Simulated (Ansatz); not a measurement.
Results of rVV10 (PAW; Ansatz, a quantum-chemistry and plane-wave program) for L1₂ (Cu3Au-type) Pt3Ti.

Numerical settings: plane-wave cutoff 520 eV, 14×14×14 k mesh, Fermi–Dirac smearing 0.05 eV, no spin polarisation, scalar-relativistic PAW data made under PBE.

Pressure at four volumes; x = ln(V/15.791 Å³). One pressure is withheld.

```tsv
V (Å³/atom)	x	P (GPa)
14.843	-0.0619	16.15
15.791	0.0000	0.02
16.422	0.0392	-7.91
16.738	0.0582	?
```

Problem. Pass a parabola P(x) through the three rows shown, estimate the bulk modulus and its pressure derivative near zero pressure, and predict the withheld pressure.

Solution. Slopes between the rows: (0.02 − (16.15))/(0.0000 − (-0.0619)) = -260.58 and (-7.91 − (0.02))/(0.0392 − (0.0000)) = -202.30 GPa. Their difference over the span 0.1011 is c = 58.28/0.1011 = 576.5 GPa, so P(x) = 16.15 + (-260.58)(x − (-0.0619)) + 576.5 (x − (-0.0619))(x − (0.0000)). At the middle row B = −dP/dx = −[-260.58 + 576.5 × 0.0619] = 224.9 GPa, and B′ = dB/dP = 2c/B = 5.1. At x = 0.0582 the parabola gives -11.12 GPa; the run gives -11.21 GPa. The Birch–Murnaghan fit to the energies at all volumes has B0 = 223 GPa and B′ = 5.0.

Spin–orbit coupling is not included.
